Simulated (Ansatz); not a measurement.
The parent structure is BaTiO$_{3}$ in the cubic perovskite structure (space group Pm-3m, No. 221; a = 3.935 Å). Axes: x, y, z lie along the cube axes.

Modification: biaxial strain +2.40 %, plane normal [001], relaxed out of plane (Cartesian); in-plane vectors clamped, the third vector and the atoms free.

Calculations: LDA in Ansatz (plane waves to 420 eV, PAW, no SOC).

### Question
Give the band edges at the high-symmetry points of the new zone, measured from its valence-band maximum.

### Answer
```csv
point,valence edge (eV),conduction edge (eV)
Γ,-0.09,1.67
X,-0.69,1.87
M,-0.18,3.47
Z,-0.75,1.85
R,-0.08,3.47
A,0.00,4.15
```

The gap is 1.67 eV, indirect, A → Γ.

Stability against distortions was not tested. The final runs are not spin-polarised. Many cubic perovskites are stable only at high temperature; tilts and polar distortions were not tested. This is not the structure that BaTiO3 has at room temperature and ambient pressure. Labels are those of the standard path for the cell's own space group.

Ansatz is an electronic-structure program.
